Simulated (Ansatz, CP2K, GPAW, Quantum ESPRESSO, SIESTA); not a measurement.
**GeRh (P1, 8 atoms in the cell) computed with different codes at matched settings**

Self-consistent single point, at a second geometry (atoms moved at random). First geometry:

```xyz
8
Lattice="5.6863 0.0000 0.0000 0.0000 3.3018 0.0000 0.0000 0.0000 6.4730" Properties=species:S:1:pos:R:3 pbc="T T T"
Ge     4.5960     2.4764     2.8250
Ge     1.0903     0.8255     3.6480
Ge     3.9335     0.8255     6.0615
Ge     1.7529     2.4764     0.4115
Rh     5.6604     2.4764     5.1565
Rh     0.0259     0.8255     1.3165
Rh     2.8691     0.8255     1.9200
Rh     2.8172     2.4764     4.5530
```

Second geometry:
```
GeRh
1.0
    5.68631     0.00000     0.00000
    0.00000     3.30181     0.00000
    0.00000     0.00000     6.47300
Ge Rh
4 4
Direct
  0.80802   0.74789   0.43420
  0.19627   0.23887   0.56609
  0.70224   0.24966   0.93991
  0.31098   0.77575   0.05794
  0.98364   0.74652   0.78907
  0.00984   0.25828   0.20255
  0.50099   0.23504   0.30498
  0.48801   0.74799   0.70528
```

Shared settings, as Ansatz (an electronic-structure program) writes them: kpoints.mp_grid.grid = 3 6 3; scf.occupations.method = gaussian; scf.occupations.width = 0.1 eV. Potentials and cutoffs stand in the table.

```json
[
 {"code": "Ansatz", "model": "PBEsol, PAW files made with PBE", "ΔF from the first geometry (meV/atom)": "17.1", "pressure (GPa)": "-3.50", "largest force (eV/Å)": "0.894", "cutoff": "default"},
 {"code": "Quantum ESPRESSO", "model": "PBEsol, PSlibrary ultrasoft (PBE) pseudopotentials", "ΔF from the first geometry (meV/atom)": "18.4", "pressure (GPa)": "-1.71", "largest force (eV/Å)": "0.948", "cutoff": "60 Ry"},
 {"code": "GPAW", "model": "PBEsol, GPAW PAW datasets PBEsol (made by gpaw-setup)", "ΔF from the first geometry (meV/atom)": "17.2", "pressure (GPa)": "-2.57", "largest force (eV/Å)": "0.887", "cutoff": "550 eV"},
 {"code": "CP2K", "model": "PBEsol, GPW, DZVP-MOLOPT-SR-GTH basis, GTH-PBE potentials (GTH_POTENTIALS)", "ΔF from the first geometry (meV/atom)": "17.8", "pressure (GPa)": "1.88", "largest force (eV/Å)": "0.905", "cutoff": "grid 500 Ry"},
 {"code": "SIESTA", "model": "GGA PBEsol, numerical atomic orbitals DZP, PseudoDojo PBEsol standard norm-conserving potentials (rewritten from UPF to PSML)", "ΔF from the first geometry (meV/atom)": "16.9", "pressure (GPa)": "-1.22", "largest force (eV/Å)": "0.996", "cutoff": "grid 300 Ry"}
]
```

Size of the force on each atom (eV/Å): Sizes of forces hide their directions.

```
code                Ge1    Ge2    Ge3    Ge4    Rh5    Rh6    Rh7    Rh8
----------------  -----  -----  -----  -----  -----  -----  -----  -----
Ansatz            0.213  0.412  0.603  0.678  0.716  0.226  0.894  0.375
Quantum ESPRESSO  0.186  0.490  0.689  0.719  0.773  0.193  0.948  0.404
GPAW              0.194  0.417  0.603  0.673  0.712  0.241  0.887  0.378
CP2K              0.254  0.421  0.602  0.742  0.804  0.220  0.905  0.411
SIESTA            0.478  0.366  0.495  0.928  0.831  0.119  0.996  0.444
```

On Ansatz's run: spin polarisation is off.

The spread over the programs that give each value: ΔF from the first geometry within 1.5 meV/atom; pressure within 5.38 GPa; largest force within 0.109 eV/Å.

CP2K and SIESTA use small atom-centred bases, whose incompleteness enters pressures, forces and empty levels differently from a plane-wave cutoff. Ansatz's pressure is given at a fixed set of plane waves, as the other plane-wave codes print theirs; with its correction for the finite basis it is -3.41 GPa. In the pressure, CP2K (by 4.45) and SIESTA (by 1.35) lie more than 1 GPa from the median of the plane-wave programs. In the force vectors, Quantum ESPRESSO (by 0.091), CP2K (by 0.113) and SIESTA (by 0.341) lie more than 0.08 eV/Å from the median of the plane-wave programs.

The shared mesh is coarse (it stands for a supercell whose shortest vector is 17 Å), so the values are not converged in it.

The starting cell comes from a database of computed structures (which also holds hypothetical and non-ambient phases and stackings), without a prior relaxation at this level. Its lattice was rescaled by a random factor within 2.5 % of one. For this run, on top of that: atoms moved at random.

Left out of this page: FLEUR (not drawn, or without a comparable value).

Keys are those of Ansatz 0.2.
